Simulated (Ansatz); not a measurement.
## A computed series for InSb: pressure series

The parent structure is InSb in the zinc blende structure (space group F-43m, No. 216; a = 6.519 Å).

Cell and atoms are relaxed at each pressure.

Level of theory: Ansatz (a program for electronic structure), PBEsol, PAW, cutoff 420 eV, no SOC.

Candidates:
(a) pressure 4.5 GPa
(b) pressure 22.5 GPa
(c) pressure 0.9 GPa

Base values:

```
Property  Value
--------  -----
Band gap   zero
```

Q: Order them by band gap, lowest first.

A: (c) pressure 0.9 GPa (zero), (a) pressure 4.5 GPa (0.12 eV), (b) pressure 22.5 GPa (0.66 eV)

With Sb present, leaving out spin-orbit coupling can change the band edges. Load acts through the strain it causes; cell and atoms are relaxed under it. Stability against distortions was not tested. Tetrahedral semiconductors of this kind turn to denser phases somewhere between about 1 and 50 GPa; those were not computed, so compressed cells here can lie past the real transition. The final runs are not spin-polarised. The zero or small gap of InSb can change with the level of theory.
